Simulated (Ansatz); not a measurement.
Start from AlRu in the CsCl type structure (space group Pm-3m, No. 221; a = 2.977 Å; relaxed with 0.1 eV smearing). Axes: x, y, z lie along the cube axes.

Method: PBEsol (Ansatz, a first-principles code; PAW; 420 eV plane waves; spin-orbit coupling left out).

Before the change:

Pressure: 0.0 GPa

Perturbation: compressive biaxial strain of 0.42 % in the plane normal to [111], as in epitaxy on a mismatched substrate; the out-of-plane cell vector and the atoms relax.

Task: What does the calculation give for the energy relative to the base after the change?

Result: The energy goes up by 0.7 meV/atom.

Task: What happens to the pressure?

Result: The pressure (mean of the normal stresses, compression positive) goes from zero to 1.3 GPa.

Whether these cells are dynamically stable was not tested. The final runs are not spin-polarised.
